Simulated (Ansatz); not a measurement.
System: C (model structure, Ibam, No. 72, 6 atoms in the cell). Method: PBEsol (Ansatz, a first-principles code, plane waves, PAW).

Run with plane-wave cutoff 520 eV, 16×16×10 k mesh (along the axes of the cell as run), Fermi–Dirac smearing 0.01 eV, scalar-relativistic PAW data made under PBE.

Cell (relaxed at this level):

```
CELL_PARAMETERS angstrom
      3.60769    -1.32281    -0.05624
      3.60769     1.32281    -0.05624
     -2.93444     0.00000     3.60103
ATOMIC_POSITIONS crystal
  C  0.34719 0.99308 0.67014
  C  0.65281 0.00692 0.32986
  C  0.00692 0.65281 0.82986
  C  0.99308 0.34719 0.17014
  C  0.00000 0.00000 0.25000
  C  0.00000 0.00000 0.75000
```

Task: Give the computed band gap, Γ–Γ gap and bulk modulus B0.

Result: 
* **band gap**: 2.71 eV (on the SCF k mesh)
* **Γ–Γ gap**: 5.66 eV
* **bulk modulus B0**: 391 GPa

Note: the bulk modulus is −V dP/dV from two relaxed cells at ±2 % in volume; the relaxation could raise the start's symmetry but not lower it, so the cell can be a saddle point.

Static lattice: no zero-point or thermal effects.

A model structure was made by putting elements into a prototype or built by hand; it is no filed structure, need not be a known phase, and can be a saddle point held by its symmetry.
